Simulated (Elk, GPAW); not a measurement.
A GPAW input for a self-consistent single point of K₂SnHgSe₄ (I-42m, 8 atoms in the cell) (DFT PBEsol, plane waves, GPAW PAW datasets PBEsol (made by gpaw-setup)):

```python
from ase import Atoms
from ase.units import GPa
from gpaw import GPAW

atoms = Atoms(['K', 'K', 'Sn', 'Hg', 'Se', 'Se', 'Se', 'Se'],
              cell=[[-4.054179, 4.054179, 3.513218],
                    [4.054179, -4.054179, 3.513218],
                    [4.054179, 4.054179, -3.513218]],
              scaled_positions=[[0.500000, 0.000000, 0.500000],
                                [0.000000, 0.500000, 0.500000],
                                [0.500000, 0.500000, 0.000000],
                                [0.000000, 0.000000, 0.000000],
                                [0.901820, 0.559380, 0.000000],
                                [0.440620, 0.440620, 0.342440],
                                [0.559380, 0.901820, 0.000000],
                                [0.098180, 0.098180, 0.657560]],
              pbc=True)

calc = GPAW(mode={'name': 'pw', 'ecut': 550},
            xc='PBEsol',
            kpts=(3, 3, 3),
            occupations={'name': 'fermi-dirac', 'width': 0.02},
            nbands=-8,
            convergence={'density': 1e-05, 'bands': -6},
            symmetry={'symmorphic': False, 'tolerance': 0.0005},
            maxiter=150,
            txt='-')

atoms.calc = calc

energy = atoms.get_potential_energy()
print('Energy (eV):', round(energy, 6))
forces = atoms.get_forces()
print('Forces (eV/Ang):')
print(forces.round(5))
stress = atoms.get_stress()
print('Stress (GPa, Voigt):', (stress / GPa).round(4))
```

**Question.** Write the same calculation as an input for Elk.

**Answer.** One input that does it (others would too):

```
tasks
  0

xctype
  22

tforce
  .true.

rgkmax
  7.5

gmaxvr
  18.0

lmaxapw
  10

lmaxo
  8

nxlo
  2

lorbcnd
  .true.

lradstp
  2

nrmtscf
  2.0

rmtscf
  0.9

lmaxi
  4

stype
  3

swidth
  0.000734986

avec
   -7.6612879702    7.6612879702    6.6390198361
    7.6612879702   -7.6612879702    6.6390198361
    7.6612879702    7.6612879702   -6.6390198361

atoms
  4   : nspecies
  'K.in'   : spfname
  2   : natoms; atposl, bfcmt below
  0.5000000000  0.0000000000  0.5000000000    0.0 0.0 0.0
  0.0000000000  0.5000000000  0.5000000000    0.0 0.0 0.0
  'Sn.in'   : spfname
  1   : natoms; atposl, bfcmt below
  0.5000000000  0.5000000000  0.0000000000    0.0 0.0 0.0
  'Hg.in'   : spfname
  1   : natoms; atposl, bfcmt below
  0.0000000000  0.0000000000  0.0000000000    0.0 0.0 0.0
  'Se.in'   : spfname
  4   : natoms; atposl, bfcmt below
  0.9018200000  0.5593800000  0.0000000000    0.0 0.0 0.0
  0.4406200000  0.4406200000  0.3424400000    0.0 0.0 0.0
  0.5593800000  0.9018200000  0.0000000000    0.0 0.0 0.0
  0.0981800000  0.0981800000  0.6575600000    0.0 0.0 0.0

ngridk
  3 3 3
```

Basis, cutoffs, solver keys and any potentials are the target program's own. This input uses DFT, PBEsol, all-electron FP-LAPW, Elk's shipped species files, APW+lo basis with extra local orbitals.

The starting cell comes from a database of computed structures (which also holds hypothetical and non-ambient phases and stackings), without a prior relaxation at this level. Its lattice was rescaled by a random factor within 2.5 % of one.
